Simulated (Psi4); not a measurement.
Psi4 1.11, WB97X/def2-svp: B(Me)(OH)(OtBu) (CB(O)OC(C)(C)C), 21 atoms. The geometry is a generated start, not checked to be a minimum at this level.

| Item | Result |
|---|---|
| task | gradient |
| method | wb97x |
| basis | def2-svp |
| memory | 7 GB |
| scf_type | df (default) |
| guess | auto, which took SAD (default) |
| diis_max_vecs | 10 (default) |
| scf_initial_accelerator | adiis (default) |
| e_convergence | 1e-08 (default) |
| d_convergence | 1e-08 (default) |
| basis functions (reference run) | 177 |
| grid points (reference run) | 3726274 |

```xyz
21

B     -0.4169     1.6395     0.5033
C      0.9406     2.3370    -0.0185
H      1.8170     1.9434     0.4915
H      0.9186     3.4118     0.1628
H      1.0981     2.1957    -1.0863
O     -1.3658     2.4054     1.1219
H     -1.1534     3.3326     1.1957
O     -0.7902     0.3601     0.4293
C     -0.2504    -0.8576    -0.0453
C     -0.0688    -1.7708     1.1747
C     -1.2975    -1.4546    -0.9960
C      1.0842    -0.7180    -0.7822
H      0.3027    -2.7424     0.8657
H     -1.0191    -1.8976     1.6824
H      0.6362    -1.3232     1.8721
H     -2.2633    -1.4860    -0.4988
H     -1.0141    -2.4603    -1.2923
H     -1.3899    -0.8353    -1.8846
H      1.8520    -0.3262    -0.1221
H      0.9817    -0.0572    -1.6373
H      1.3984    -1.6963    -1.1361
```

Yardstick: the run with dft_radial_points = 200, dft_spherical_points = 974, dft_pruning_scheme = none (default), which is not proven converged either. Each setting ran once; only counts and results are compared.

Settings tried, all else as in the reference:
- dft_radial_points = 75 (default), dft_spherical_points = 302 (default), dft_pruning_scheme = treutler
- dft_radial_points = 99, dft_spherical_points = 590, dft_pruning_scheme = robust
- dft_radial_points = 99, dft_spherical_points = 590
- dft_radial_points = 35, dft_spherical_points = 110
- dft_radial_points = 50, dft_spherical_points = 194
- dft_radial_points = 75 (default), dft_spherical_points = 302 (default)
- dft_radial_points = 75 (default), dft_spherical_points = 302 (default), dft_pruning_scheme = robust
- dft_radial_points = 25, dft_spherical_points = 50
- dft_radial_points = 75 (default), dft_spherical_points = 434
- dft_radial_points = 99, dft_spherical_points = 590, dft_pruning_scheme = treutler
- dft_radial_points = 150, dft_spherical_points = 770

**Question.** Which of these stay within 10 meV/atom in energy, 100 meV/Å in forces (largest component) of the reference run?

**Answer.** Within it: dft_radial_points = 150, dft_spherical_points = 770; dft_radial_points = 75 (default), dft_spherical_points = 434; dft_radial_points = 75 (default), dft_spherical_points = 302 (default); dft_radial_points = 75 (default), dft_spherical_points = 302 (default), dft_pruning_scheme = robust; dft_radial_points = 99, dft_spherical_points = 590, dft_pruning_scheme = robust; dft_radial_points = 99, dft_spherical_points = 590; dft_radial_points = 50, dft_spherical_points = 194; dft_radial_points = 99, dft_spherical_points = 590, dft_pruning_scheme = treutler; dft_radial_points = 75 (default), dft_spherical_points = 302 (default), dft_pruning_scheme = treutler. At the edge (between 0.75 and 1.33 times the tolerance): dft_radial_points = 35, dft_spherical_points = 110. Outside: dft_radial_points = 25, dft_spherical_points = 50.

```csv
setting,grid points,energy against the reference,difference in forces (largest component)
the reference,3726274,—,—
"dft_radial_points = 150, dft_spherical_points = 770",2224979,under 0.001 meV/atom,0.95 meV/Å
"dft_radial_points = 75 (default), dft_spherical_points = 434",633075,+0.0062 meV/atom,2.4 meV/Å
"dft_radial_points = 75 (default), dft_spherical_points = 302 (default)",440850,+0.035 meV/atom,4.8 meV/Å
"dft_radial_points = 75 (default), dft_spherical_points = 302 (default), dft_pruning_scheme = robust",299434,+0.033 meV/atom,5.1 meV/Å
"dft_radial_points = 99, dft_spherical_points = 590, dft_pruning_scheme = robust",783268,−0.0064 meV/atom,5.2 meV/Å
"dft_radial_points = 99, dft_spherical_points = 590",1129868,−0.0069 meV/atom,5.3 meV/Å
"dft_radial_points = 50, dft_spherical_points = 194",192166,−0.072 meV/atom,22 meV/Å
"dft_radial_points = 99, dft_spherical_points = 590, dft_pruning_scheme = treutler",577132,−0.22 meV/atom,35 meV/Å
"dft_radial_points = 75 (default), dft_spherical_points = 302 (default), dft_pruning_scheme = treutler",238450,−0.15 meV/atom,39 meV/Å
"dft_radial_points = 35, dft_spherical_points = 110",76630,−2.4 meV/atom,110 meV/Å
"dft_radial_points = 25, dft_spherical_points = 50",24994,−8.2 meV/atom,160 meV/Å
```

Total energies are compared; such shifts often cancel in part in energy differences. The gradients leave out the derivatives of the grid weights. The tolerance is a choice made for this comparison.
